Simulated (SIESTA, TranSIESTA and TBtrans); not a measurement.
Device: Pd chain bridged by a linear C2 unit along the axis. Leads: straight Pd chain, spacing 2.5 Å. Geometry: as built, not relaxed. Transport runs along z; the first 6 and the last 6 of the 20 atoms are the lead cells, repeated to infinity.

```xyz
20
Lattice="9.000 0.000 0.000 0.000 9.000 0.000 0.000 0.000 47.540" Properties=species:S:1:pos:R:3 pbc="F F T"
Pd     4.500     4.500     0.000
Pd     4.500     4.500     2.500
Pd     4.500     4.500     5.000
Pd     4.500     4.500     7.500
Pd     4.500     4.500    10.000
Pd     4.500     4.500    12.500
Pd     4.500     4.500    15.000
Pd     4.500     4.500    17.500
Pd     4.500     4.500    20.000
C      4.500     4.500    21.900
C      4.500     4.500    23.140
Pd     4.500     4.500    25.040
Pd     4.500     4.500    27.540
Pd     4.500     4.500    30.040
Pd     4.500     4.500    32.540
Pd     4.500     4.500    35.040
Pd     4.500     4.500    37.540
Pd     4.500     4.500    40.040
Pd     4.500     4.500    42.540
Pd     4.500     4.500    45.040
```
Starting moments (μB): atom 7 +0.7, atom 8 +0.7, atom 9 +0.7, atom 12 +0.7, atom 13 +0.7, atom 14 +0.7; lead atoms +0.7 (left) and +0.7 (right).

Run with TranSIESTA and TBtrans (open boundaries, self-consistent; PseudoDojo norm-conserving potentials, scalar-relativistic): Spin polarized, PAO.BasisSize DZP, PAO.EnergyShift 0.15 eV, XC.Authors PBE, Mesh.Cutoff 200 Ry, ElectronicTemperature 300 K, TS.Voltage 0.0 eV, TBT.Elecs.Eta 0.001 eV.

Energies count from the leads' Fermi level. Transmissions are for each spin. The energy step is 0.01 eV; narrower resonances are cut or missed.

| E (eV) | T up | T down |
|---|---|---|
| -0.20 | 2.39 | 2.06 |
| -0.15 | 1.77 | 2.19 |
| -0.10 | 0.740 | 2.34 |
| -0.05 | 0.895 | 2.49 |
| 0.00 | 0.856 | 2.64 |
| 0.05 | 0.783 | 2.76 |
| 0.10 | 0.685 | 2.86 |
| 0.15 | 0.576 | 2.92 |
| 0.20 | 0.472 | 2.95 |

Task: Give the zero-bias conductance in μS and the resistance at 300 K.

Result: At the Fermi level the mean of both spins is (0.856 + 2.64)/2 = 1.75. Averaged with −∂f/∂E over the full grid (kT = 25.9 meV) it is 1.74. With G0 = 2e²/h = 77.48 μS, G = 135 μS and R = 1/G = 7.41 kΩ.

Task: The eigenchannels at the Fermi level (both spins) transmit 0.856, 0.920, 0.920, 0.799. What Fano factor of the shot noise follows at low temperature and bias?

Result: F = Σ τ(1 − τ)/Σ τ = 0.431/3.50 = 0.12.

The magnetic order of the leads was set by the start, and no other order was tried; the separate lead runs end at 0.76 (left) and 0.76 (right) μB an atom. The straight chain is held at its spacing; free chains may zigzag or dimerise.
